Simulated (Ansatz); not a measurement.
## White tin (β-Sn)

Level of theory: BLYP in Ansatz (PAW).

Settings: plane-wave cutoff 520 eV, 20×20×20 k mesh, Fermi–Dirac smearing 0.05 eV, scalar-relativistic PAW data made under PBE.

Cell: relaxed at this level.

```
Item                                                Value
------------------------------------------  -------------
volume per atom                             31.19 Å³/atom
bulk modulus B0                                  35.2 GPa
equilibrium lattice constant a                    6.131 Å
lattice parameter c                               3.319 Å
band gap                                             none
pressure derivative B′ of the bulk modulus            4.8
```

Measured, for comparison: bulk modulus 57.0 GPa (temperature not stated, no zero-point or thermal correction; as tabulated in Chen et al. (2023), arXiv:2209.05059); lattice constant a 5.831 Å, lattice parameter c 3.181 Å (293 K, no zero-point or thermal correction; as tabulated in Wikipedia's data pages). Computed (rounded) less measured: bulk modulus -38 %, lattice constant a +5.1 %, lattice parameter c +4.3 %.

Note: the cell is over a tenth larger than the published one: the level's own overestimate first of all, though another phase or state, or a fault of the published cell, is possible; the bulk modulus comes from volumes at which shape and atoms were relaxed.

Spin–orbit coupling is not included.

The computed numbers hold no vibrational or temperature effects.

It cost about 20 core-minutes (a rough figure) of CPU time.

Ansatz is a first-principles code.
